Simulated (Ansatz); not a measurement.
C: uniaxial strain ε_xx = +5.31 %

The reference is C in the graphite type structure (space group P6_3/mmc, No. 194; a = 2.4581 Å, c = 6.5649 Å; layered, stacked along the Cartesian z axis). Axes: x lies along a and z along c of the hexagonal cell.

The change: uniaxial strain ε_xx = +5.31 %, all other strain components held at zero; the atoms relax in the strained cell.

Computed with DFT with PBEsol-D3(BJ), PAW potentials and a 420 eV plane-wave cutoff in Ansatz (a quantum-chemistry and plane-wave program), no SOC, earlier PAW set. k-mesh 15×15×5 (Γ-centred); smearing 0.05 eV (Fermi–Dirac).

```csv
quantity,base,changed,shift
volume per atom,8.59 Å³,9.04 Å³,+0.456 Å³
space group,P6_3/mmc (No. 194),Cmcm (No. 63),–
shortest interatomic distance,141.9 pm,142.7 pm,+0.8 pm
energy relative to the base (free energy F),0 meV/atom,+76 meV/atom,+76 meV/atom
"pressure (mean of the normal stresses, compression positive)",0.0 GPa,-20.1 GPa,-20.1 GPa
band gap,zero,zero,–
largest internal atomic displacement,–,0.036 Å,–
"stress (xx, yy, zz, yz, xz, xy; compression positive) (rough)",–,"(-50.7, -9.9, 0.2, 0.0, 0.0, 0.0) GPa",–
```

Final structure:

```
C
1.0
    2.58865     0.00000     0.00000
   -1.29432     2.12879     0.00000
    0.00000     0.00000     6.56486
C
4
Cartesian
  0.00000   0.02848   1.64121
  0.00000  -0.02848   4.92364
  0.00000   1.45550   1.64121
  1.29432   0.67329   4.92364
```

Without a gap, meshes like the base's 15×15×5 leave anisotropic stresses uncertain by several tenths of a GPa, and small strain energies with them. Stability against distortions was not tested.
